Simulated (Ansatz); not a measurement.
Take MgI₂ in the CdI2 type structure (space group P-3m1, No. 164; layered, stacked along the Cartesian z axis) as the base.

```xyz
3
Lattice="4.1244 0.0000 0.0000 -2.0622 3.5718 0.0000 0.0000 0.0000 6.8311" Properties=species:S:1:pos:R:3 pbc="T T T"
Mg     0.0000     0.0000     0.0000
I      0.0000     2.3812     1.6772
I      2.0622     1.1906     5.1540
```

Cartesian axes are those of the cell as printed.

Computed with DFT with PBE-D3(BJ), PAW potentials and a 420 eV plane-wave cutoff in Ansatz (a quantum-chemistry and plane-wave program), no spin-orbit coupling.

For the base:

* **Valence-band top at Γ**: 0.00, -0.04, -0.04 eV
* **Band gap**: 3.52 eV

Modification: compressive biaxial strain of 2.50 % in the plane normal to [001], as in epitaxy on a mismatched substrate; the out-of-plane cell vector and the atoms relax.

### Question
How does this affect the in-plane stress, valence-band top at Γ, out-of-plane strain and band gap?

### Answer
The mean in-plane stress (compression positive) comes out as +1.7 GPa; the valence-band top at Γ (three highest levels, from the VBM) becomes 0.00, 0.00, -0.28 eV (base: 0.00, -0.04, -0.04 eV); the out-of-plane strain comes out as +1.34 %; the band gap decreases by 0.07 eV to 3.45 eV.

Spin-orbit coupling, missing from the scalar runs, can matter with I. Stability against distortions was not tested.
